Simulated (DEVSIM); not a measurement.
Device: Si p-n junction from an implanted or diffused profile, at 300 K.

Layer 1 from the left is Si, thickness (μm) 3.60, Nd (cm⁻³) 1.2e14, τn (s) 1.7e-7, τp (s) 1.7e-7.

Added acceptor profile: 2.8e18 cm⁻³ × exp(−(x − 0.11 μm)²/(2·(0.11 μm)²)). Left contact: ohmic. Right contact: ohmic. Voltage is applied to the left contact. Recombination: SRH at mid-gap, Auger. Mobility is μmin + (μ − μmin)/(1 + (N/Nref)^α).

The device is made up for the run: typed textbook-type constants, with dimensions and the other settings drawn at random. Values at 300 K.

Si: gap (eV) 1.124, affinity (eV) 4.05, permittivity 11.7, Nc (cm⁻³) 2.86e19, Nv (cm⁻³) 3.1e19, μn (cm²/Vs) 1417, μp (cm²/Vs) 470, μn,min 52, μp,min 45, Nref,n 9.7e16, Nref,p 2.2e17, αn 0.68, αp 0.72, Cn (cm⁶/s) 2.8e-31, Cp (cm⁶/s) 9.9e-32.

Model (solved in DEVSIM): 1D drift-diffusion, Boltzmann statistics, complete ionisation; no tunnelling, impact ionisation, image-force lowering or self-heating.

**Question.** What does the simulation give for the dark forward voltage at 1 A/cm², the potential step across the device at zero bias?

**Answer.** dark forward voltage at 1 A/cm² 0.495 V; potential step across the device at zero bias 0.729 V.
